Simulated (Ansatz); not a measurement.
## Pressure series in WSe2

Consider WSe$_{2}$ in the 2H-MoS2 type structure (space group P6_3/mmc, No. 194; layered, stacked along the Cartesian z axis).

```yaml
crystal:
  lattice:
    - [3.23050, 0.00000, 0.00000]
    - [-1.61525, 2.79770, 0.00000]
    - [0.00000, 0.00000, 12.41131]
  atoms:
    - { symbol: W, position: [0.33333, 0.66667, 0.25000] }
    - { symbol: W, position: [0.66667, 0.33333, 0.75000] }
    - { symbol: Se, position: [0.33333, 0.66667, 0.61455] }
    - { symbol: Se, position: [0.66667, 0.33333, 0.11455] }
    - { symbol: Se, position: [0.66667, 0.33333, 0.38545] }
    - { symbol: Se, position: [0.33333, 0.66667, 0.88545] }
```

Cell and atoms are relaxed at each pressure.

Level of theory: PBEsol-D3(BJ) (Ansatz, an electronic-structure program, PAW, no spin-orbit coupling).

Computed cases, in order: pressure −2 GPa; pressure −1 GPa; 0 GPa (base); pressure 3 GPa; pressure 7 GPa; pressure 15 GPa; pressure 30 GPa; pressure 50 GPa; pressure 75 GPa; pressure 100 GPa.

Between which two neighbouring cases does the band gap open or close?

Between pressure 15 GPa (0.18 eV) and pressure 30 GPa (zero). The whole series: pressure −2 GPa: 0.80 eV; pressure −1 GPa: 0.73 eV; 0 GPa (base): 0.67 eV; pressure 3 GPa: 0.54 eV; pressure 7 GPa: 0.40 eV; pressure 15 GPa: 0.18 eV; pressure 30 GPa: zero; pressure 50 GPa: zero; pressure 75 GPa: zero; pressure 100 GPa: zero.

A case with no gap was solved on a k-mesh chosen for an insulator, which is coarse for it. With W present, leaving out spin-orbit coupling can change the band edges. Load acts through the strain it causes; cell and atoms are relaxed under it. Whether these cells are dynamically stable was not tested. Competing high-pressure phases were not computed. The final runs are not spin-polarised. The zero or small gap of WSe2 under pressure 15 GPa, WSe2 under pressure 30 GPa and WSe2 under pressure 50 GPa can change with the level of theory.
